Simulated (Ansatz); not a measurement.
Take AlRu in the CsCl type structure (space group Pm-3m, No. 221; a = 2.983 Å; relaxed with 0.1 eV smearing) as the base. Axes: x, y, z lie along the cube axes.

Calculations: r2SCAN (Ansatz, a quantum-chemistry and plane-wave program; PAW; 500 eV plane waves; spin-orbit coupling left out).

Base values:

| Property | Result |
|---|---|
| Volume per atom | 13.27 Å³ |

Modification: uniaxial stress, 5 GPa tension along z; all other stress components relax to zero.

Question: How does this affect the secant Young's modulus along z, volume per atom, energy relative to the base and mean lateral Poisson ratio?

Answer: The secant Young's modulus along z is 230 GPa; the volume per atom goes up by 0.11 Å³ to 13.38 Å³; the energy increases by 4.4 meV/atom; the mean lateral Poisson ratio amounts to 0.30.

Load acts through the strain it causes; cell and atoms are relaxed under it. Beyond what the load breaks, stability against distortions was not tested. All final runs are without spin polarisation.
